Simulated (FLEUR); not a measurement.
# Several settings converged on LaBi (I4mm, 2 atoms in the cell)

```yaml
crystal:
  lattice:
    - [0.00000, 3.34826, 3.34826]
    - [3.34826, 0.00000, 3.34826]
    - [3.34826, 3.34826, 0.00000]
  atoms:
    - { symbol: La, position: [0.50747, 0.50747, 0.49253] }
    - { symbol: Bi, position: [0.00000, 0.00000, 0.00000] }
```

Base method: PBEsol, all-electron FLAPW (FLEUR), scalar-relativistic valence.

Base settings: Kmax = 3.8 1/bohr; GmaxXC = 11.4 1/bohr; xcFunctional = PBEs; jspins = 1; l_soc = F; mode = hist; fermiSmearingEnergy = 0.00367493 Htr; mesh (inpgen div1-3) = 4 4 4; inpgen gamma flag = true; Gmax = 11.4 1/bohr.

Core times come from one kind of shared machine, to one figure; runs under 30 s give none.

**The k-point mesh**

Moved along: kpt_gamma.

The second cell is the first with its lattice scaled by 0.98.

Only quantities that move along the ladder and can be compared are tabulated.

```tsv
kpt_div	free energy less the last step's (meV/atom)	energy of the compressed cell less the first (meV/atom)	core time / last (rough)
2 2 2	408.79	-13.19	0.2
4 4 4	18.31	-18.42	0.3
5 5 5	5.95	-19.42	0.4
7 7 7	0.54	-19.62	0.7
8 8 8	0.00	-19.74	1
```

Coarsest kpt_div that holds the free energy within 5 meV/atom of the last step, with all finer ones: 7 7 7; the step before is off by 5.9 meV/atom.

Coarsest kpt_div that holds the energy of the compressed cell less the first within 1 meV/atom of the last step, with all finer ones: 5 5 5, at about 0.4 of the last step's time; the step before is off by 1.3 meV/atom.

The energy difference between the two cells stays within 1 meV/atom of the last step's from 5 5 5 on, the total only from 7 7 7 on: much of the error is common to both cells and cancels.

**The k-point mesh at a smearing width of 0.05 eV**

In this ladder: fermiSmearingEnergy = 0.00183747 Htr. Moved along: kpt_gamma.

The second cell is the first with its lattice scaled by 0.98.

Only quantities that move along the ladder and can be compared are tabulated.

| kpt_div | free energy less the last step's (meV/atom) | energy of the compressed cell less the first (meV/atom) | core time / last (rough) |
|---|---|---|---|
| 3 3 3 | 85.18 | -17.72 | 0.2 |
| 5 5 5 | 7.42 | -19.02 | 0.5 |
| 6 6 6 | 2.74 | -19.06 | 0.5 |
| 9 9 9 | 0.00 | -19.65 | 1 |

Coarsest kpt_div that holds the free energy within 5 meV/atom: not settled: the last two steps still differ by 2.7 meV/atom, over half the tolerance, so the ladder does not show it.

Coarsest kpt_div that holds the energy of the compressed cell less the first within 1 meV/atom: not settled: the last two steps still differ by 0.59 meV/atom, over half the tolerance, so the ladder does not show it.

**The k-point mesh at a smearing width of 0.3 eV**

In this ladder: fermiSmearingEnergy = 0.0110248 Htr. Moved along: kpt_gamma.

Only quantities that move along the ladder and can be compared are tabulated.

```csv
kpt_div,free energy less the last step's (meV/atom),core time / last (rough)
3 3 3,42.83,0.1
5 5 5,2.45,0.3
8 8 8,0.06,0.6
9 9 9,0.00,1
```

Coarsest kpt_div that holds the free energy within 5 meV/atom of the last step, with all finer ones: 5 5 5, at about 0.3 of the last step's time; the step before is off by 43 meV/atom.

On the base run: the starting cell comes from a database of computed structures (which also holds hypothetical and non-ambient phases and stackings), without a prior relaxation at this level. Its lattice was rescaled by up to half a per cent. One atom was moved a little off its site on purpose. Values depend on the basis (sphere radii, cutoffs, local orbitals), which need not be converged.
